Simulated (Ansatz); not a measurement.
The (0001) surface of wurtzite CdSe, Cd-terminated, Br on every top atom (bottom of the slab: 2 H on 4 bottom sites)

Computed with PBE (plane waves to 420 eV, PAW; Ansatz, a quantum-chemistry and plane-wave program).

Slab: 38 atoms, 15.8 Å thick at the start with caps and adatoms; k 3x3x1, smearing 0.025 eV, dipole-corrected; 8 atoms held, the rest relaxed; held to the start's symmetry, so lower structures may exist; no spin (no spin-polarised run to compare, though such a face may carry moments), no spin-orbit, no U. The slab shows no gap over 0.04 eV on its mesh. It is one candidate, not shown to be the stable structure of the face.

```
Property                                                Value
-----------------------------  ------------------------------
work function of the top face                         7.43 eV
energy released by relaxation                         0.91 eV
cost                           around 30 core-minutes (rough)
```
